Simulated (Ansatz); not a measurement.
A self-consistent single point of Be (P6_3/mmc, 4 atoms in the cell) with Ansatz (a quantum-chemistry and plane-wave program).

Computed with revPBE, default PAW files made with PBE (plane waves; Ansatz).

```xyz
4
Lattice="2.3038 0.0000 0.0000 -1.1519 1.9952 0.0000 0.0000 0.0000 7.4126" Properties=species:S:1:pos:R:3 pbc="T T T"
Be     0.0000     0.0000     0.0000
Be     0.0000     0.0000     3.7063
Be     0.0000     1.3301     1.8532
Be     1.1519     0.6651     5.5595
```

Reference input (self-consistent single point, DFT, revPBE, plane waves, default PAW files made with PBE): kpoints.mp_grid.grid = 11 11 3; hamiltonian.xc = revpbe; hamiltonian.pseudopotentials = {kind: paw} (the program's default PAW files); scf.occupations.method = cold; scf.occupations.width = 0.272 eV. This run's input differs from it in these lines:

Ansatz 0.2 input:
```diff
@@ -13,3 +13,3 @@
   mp_grid:
-    grid: [11, 11, 3]
+    grid: [13, 13, 4]
 hamiltonian:
```

Log, with long lists cut:

```
SCF iter   1: F=—  HF=-373.588516 eV  |F-HF|=—  |Δ(HF+E_count)|=         —  Δρ=2.49e-3  dr2=2.76e-3  ethr=1.77e-3  ⟨swp⟩=5.0  Hψ=3586  notcnv=0
all-band conjugate gradients solve this SCF's bands
preconditioner: auto → none
SCF iter   2: F=—  HF=-373.587914 eV  |F-HF|=—  |Δ(HF+E_count)|=   6.02e-4  S|Δr|=    0.00e0  Δρ=1.07e-3  dr2=2.79e-4  ethr=3.44e-5  ⟨swp⟩=1.1  Hψ=1019  notcnv=0
SCF iter   3: F=—  HF=-373.587885 eV  |F-HF|=—  |Δ(HF+E_count)|=   2.93e-5  S|Δr|=    0.00e0  Δρ=4.20e-4  dr2=4.25e-5  ethr=3.49e-6  ⟨swp⟩=1.1  Hψ=516  notcnv=0
SCF iter   4: F=—  HF=-373.587911 eV  |F-HF|=—  |Δ(HF+E_count)|=   2.64e-5  S|Δr|=    0.00e0  Δρ=1.39e-5  dr2=3.69e-8  ethr=1.25e-9  ⟨swp⟩=3.8  Hψ=2090  notcnv=0
SCF iter   5: F=-373.587911 eV  HF=-373.587911 eV  |F-HF|=1.44e-10  |Δ(HF+E_count)|=   1.37e-8  S|Δr|=    0.00e0  Δρ=1.11e-6  dr2=4.04e-10  ethr=4.61e-10  ⟨swp⟩=2.0  Hψ=1625  notcnv=0
SCF 1 converged in 5 iterations: F = -373.587911 eV  dr2 = 4.04e-10
Stability not checked (fill_not_monotonic)
Free energy (F): -373.587911 eV
Internal energy: -373.596069 eV  (E = F + TS)
E sigma→0 (E₀):  -373.590631 eV
Entropy (-TS):   0.008158 eV (2.039 meV/atom)
Fermi energy:    7.506273 eV
--- Forces (eV/Å), atoms counted from 1 ---
  atom   1  Be    -0.00000000    -0.00000000    -0.00000000
   [... zero for the other atoms too ...]
--- Stress (GPa, compression-positive) ---
       -4.069280       0.000000       0.000000
        0.000000      -4.069280       0.000000
        0.000000       0.000000      -9.391608
  P = ⅓ Tr σ = -5.8434 GPa (-58.434 kbar)
  The stress holds the Pulay correction. Without it, at fixed plane waves, as pw.x and ABINIT print it: P = -5.8920 GPa
```

The run converged in 5 iterations. Against the reference run the free energy goes down by 3.8 meV/atom and the pressure goes from -5.74 to -5.84 GPa.

The starting cell was generated: these elements placed on a structure prototype, without a prior relaxation; it need not be a known phase or ordering of this composition. Its lattice was rescaled by a random factor within 2.5 % of one. With a pressure of about -6 GPa the cell is away from its equilibrium volume at this level. Ansatz's pressure includes its estimate of the finite-basis (Pulay) stress.
